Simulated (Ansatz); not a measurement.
Symmetric slabs, relaxed from ideal cuts in 1x1 cells, of elemental solids: surface energy (J/m²) by functional, in Ansatz (plane waves, PAW). All structures are PBE's; the other columns are single points with references at the same level. No spin-orbit coupling, Hubbard U or dispersion. The rows are a random draw from the class, without slabs that broke up, higher cuts of a face and adsorbates that left their site.

```tsv
system	PBE (J/m²)	r2SCAN (J/m²)
hcp Zn (21-33), ideal cut with outer spacing 0.13 Å	0.73	0.98
hcp Zr (10-12), ideal cut with outer spacing 0.63 Å	1.69	1.84
hcp Sc (31-41), ideal cut with outer spacing 0.13 Å	1.30	?
fcc Ir (331), ideal cut with outer spacing 0.89 Å	2.68	2.92
hcp Lu (10-13), ideal cut with outer spacing 0.26 Å	1.19	1.31
hcp Sc (30-31), ideal cut with outer spacing 0.47 Å	1.23	1.32
hcp Be (31-43), ideal cut with outer spacing 0.08 Å	2.25	2.33
fcc Pb (321), ideal cut with outer spacing 0.67 Å	0.32	0.35
```

Task: Fit a straight line y = a·x + b by least squares to the 7 complete rows (x: PBE (J/m²); y: r2SCAN (J/m²)).

Result: the means are x̄ = 1.4414 and ȳ = 1.5786; Σ(x − x̄)² = 4.1213 and Σ(x − x̄)(y − ȳ) = 4.2598, so a = 1.034 and b = ȳ − a·x̄ = 0.089. The largest residual is 0.137.

Task: What does the line predict for the withheld row, hcp Sc (31-41), ideal cut with outer spacing 0.13 Å, and what did the calculation give?

Result: the line gives 1.43; the calculation gave 1.38, a miss of -0.05, of the size of the fitted rows' scatter and rounding.

Ansatz is a program for electronic structure.
